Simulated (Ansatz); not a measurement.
# Predicting a run: rutile SnO$_{2}$ (P4_2/mnm), hydrostatic pressure (both signs)

Cell and atoms relaxed with PBEsol to each stress σ (compression positive); gaps by PBE, rigid bands (plane waves, PAW, scalar-relativistic; Ansatz, a first-principles code). Unloaded cell: a = 4.769 Å, b = 4.769 Å, c = 3.212 Å, α = 90.00°, β = 90.00°, γ = 90.00°.

```json
[
 {"σ (GPa)": "0", "ln(V/V₀) (%)": "0", "gap (eV)": "1.017"},
 {"σ (GPa)": "-6.00", "ln(V/V₀) (%)": "3.55", "gap (eV)": "0.680"},
 {"σ (GPa)": "-4.00", "ln(V/V₀) (%)": "2.28", "gap (eV)": "0.795"},
 {"σ (GPa)": "-2.00", "ln(V/V₀) (%)": "1.10", "gap (eV)": "0.908"},
 {"σ (GPa)": "2.00", "ln(V/V₀) (%)": "-1.04", "gap (eV)": "1.123"},
 {"σ (GPa)": "4.00", "ln(V/V₀) (%)": "-2.03", "gap (eV)": "1.225"},
 {"σ (GPa)": "12.00", "ln(V/V₀) (%)": "-5.54", "gap (eV)": "1.616"}
]
```

### Question
Fit E_g = 1.017 eV + aσ + bσ² and ε = cσ + dσ² to the loaded rows by least squares.

### Answer
a = 0.0540 eV/GPa, b = -3.44e-04 eV/GPa²; c = -0.545 %/GPa, d = 0.00701 %/GPa².

### Question
One run was withheld, at σ = 8.00 GPa. Predict its gap and its ln(V/V₀), then set them beside the run.

### Answer
E_g = 1.017 + (0.0540)(8.00) + (-3.44e-04)(8.00)² = 1.427 eV and ε = (-0.545)(8.00) + (0.00701)(8.00)² = -3.91 %. The run gave 1.425 eV and -3.86 %, misses of 0.002 eV and 0.05 percentage points.

Gaps are resolved to about 0.01 eV; third decimals are kept for the arithmetic. Spin-orbit coupling is left out. Every relaxation keeps the rutile phase (space group P4_2/mnm under this load), so a transition, a distortion that breaks the symmetry or fracture can't show.
